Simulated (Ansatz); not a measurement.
Structures of equal composition on the (110) surface of bcc W: a layer of Co in place of the second plane; a layer of Co in place of the third plane. The slabs share one bottom face, and each structure is named by its start. These are constructed structures in small cells; real faces may alloy, dewet or reconstruct in larger ones, and not all known structures of the face are among them. Slabs of about 11 Å, Fermi-Dirac smearing of 0.1 eV. Bottom of the slabs: a bare face, its two planes held. Relaxed from the named starts with such symmetry as they have, on meshes of like density; energies extrapolated to zero smearing; spin only where a row says so; no spin-orbit coupling, no U. Brackets mark spin-polarised runs, whose order is one that fits the cell.

Computed with PBE (plane waves to 420 eV, PAW; Ansatz, a quantum-chemistry and plane-wave program).

### Question
Put the candidates in order of energy per 1x1 cell, lowest first, for PBE.

### Answer
a layer of Co in place of the third plane (0.000 eV [spin start, no net moment]), a layer of Co in place of the second plane (0.132 eV [spin start, no net moment])
